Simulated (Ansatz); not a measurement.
## Pressure series in ZrB2

Start from ZrB2 (space group P6/mmm, No. 191; a = 3.171 Å, c = 3.541 Å).

Cell and atoms are relaxed at each pressure.

Computed with PBE (Ansatz, an electronic-structure program; PAW; 420 eV plane waves; spin-orbit coupling left out).

Notes on the quantities. enthalpy: H = E + PV relative to the base's energy.

```csv
variant,volume per atom,enthalpy
base,10.28 Å³,–
pressure −2 GPa,10.37 Å³,-0.13 eV/atom
pressure −1 GPa,10.33 Å³,-0.06 eV/atom
pressure 0.9 GPa,10.24 Å³,+0.06 eV/atom
pressure 2.1 GPa,___,+0.13 eV/atom
pressure 4.5 GPa,10.10 Å³,+0.29 eV/atom
pressure 9 GPa,9.93 Å³,+0.57 eV/atom
pressure 15 GPa,9.72 Å³,+0.94 eV/atom
pressure 22.5 GPa,9.49 Å³,+1.38 eV/atom
pressure 30 GPa,9.28 Å³,+1.82 eV/atom
```

Q: Some entries are withheld; estimate them.

A: 
- pressure 2.1 GPa, volume per atom: 10.19 Å³

Load acts through the strain it causes; cell and atoms are relaxed under it. Whether these cells are dynamically stable was not tested. No other phases were tried under pressure. The final runs are not spin-polarised.
